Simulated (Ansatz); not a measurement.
The band gap in a series of structures.

Cell A: TiC (rock salt, Fm-3m), 2 atoms in the cell; spin state with PBE: run without spin, k-point mesh 14×14×14 on the run's own vectors.
Space group Fm-3m (No. 225); a = 4.3324 Å, b = 4.3324 Å, c = 4.3324 Å, α = 90.00°, β = 90.00°, γ = 90.00°

| atom | site | symmetry | x | y | z |
|---|---|---|---|---|---|
| Ti | 4a | m-3m | 0.0000 | 0.0000 | 0.0000 |
| C | 4b | m-3m | 0.5000 | 0.5000 | 0.5000 |
(The calculation used a cell of 2 atoms; values per cell refer to that cell.)

Cell B: CaO (rock salt, Fm-3m), 2 atoms in the cell, k-point mesh 12×12×12 on the run's own vectors.
CaO is modelled in the cubic space group Fm-3m (No. 225), the rock salt structure, Pearson symbol cF8. Cell: a = b = c = 4.830 Å, α = β = γ = 90.00°. Ca on 4a sees 6 O at 2.415 Å (octahedral). O on 4b sees 6 Ca at 2.415 Å (octahedral). (Neighbours: up to the widest gap in distance over summed covalent radii, below 1.35, at either atom; cation-cation and far metal-metal contacts left out.)
(The calculation used a cell of 2 atoms; values per cell refer to that cell.)

All numbers come from Ansatz (a program for electronic structure), plane waves with PAW, its PAW set soft_1, cutoff 420 eV. The structures are at rest with PBE. Neutral cells; Fermi-Dirac smearing of at most 0.05 eV in the solids, energies taken to zero width. A dispersion term ran beside these levels; it doesn't touch the electrons. Gaps are highest filled to lowest empty Kohn-Sham level on the run's k-point mesh, states of defects and surfaces included; edges off the mesh make the true gap smaller, and under 0.08 eV counts as none.

### Question
Predict the band gap (eV) of each cell with PBE.

### Answer
```
system              PBE
------  ---------------
A                  none
B       3.66 (indirect)
```

With PBE the value of B exceeds that of A by 3.66 eV.
